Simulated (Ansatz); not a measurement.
Base system: ZrSe2 in the CdI2 type structure (space group P-3m1, No. 164; a = 3.6619 Å, c = 5.8410 Å; layered, stacked along the Cartesian z axis).

Calculations: plane-wave PAW DFT at the PBEsol-D3(BJ) level (Ansatz, a quantum-chemistry and plane-wave program, 420 eV), spin-orbit coupling left out, earlier PAW set.

For the base:

| Item | Value |
|---|---|
| Lattice parameter a | 3.662 Å |

Now apply this change: full substitution Zr → Ti, then cell and atoms are relaxed.

Tabulated Pauling electronegativity and covalent radius: Zr 1.33, 1.75 Å; Ti 1.54, 1.60 Å.

### Question
What happens to the lattice parameter a?

### Answer
The lattice parameter a falls by 0.252 Å, from 3.662 Å to 3.410 Å.

Whether these cells are dynamically stable was not tested. The final runs are not spin-polarised.
